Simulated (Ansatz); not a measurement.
Base system: Cu2Se in the anti-fluorite structure (space group Fm-3m, No. 225; a cell from a computed database, its experimental status unchecked).

```
CELL_PARAMETERS angstrom
      0.00000     2.85930     2.85930
      2.85930     0.00000     2.85930
      2.85930     2.85930     0.00000
ATOMIC_POSITIONS crystal
  Cu 0.75000 0.75000 0.75000
  Cu 0.25000 0.25000 0.25000
  Se 0.00000 0.00000 0.00000
```

Method: PBEsol in Ansatz (plane waves to 420 eV, PAW, without spin-orbit coupling).

Before the change:

```
Item                                Value
-----------------------------  ----------
Shortest interatomic distance     2.476 Å
Density                        7.32 g/cm³
```

Modification: W takes the place of Se on all its sites; the structure is relaxed again.

Question: Predict the new shortest interatomic distance.

Answer: The shortest interatomic distance shrinks by 0.003 Å (2.476 Å → 2.473 Å).

Question: Estimate the effect on the density.

Answer: The density grows by 3.77 g/cm³, from 7.32 g/cm³ to 11.09 g/cm³.

Whether these cells are dynamically stable was not tested. As relaxed here, Cu2W is a hypothetical phase, not in the database extracts checked. All final runs are without spin polarisation.

Ansatz is a first-principles code.
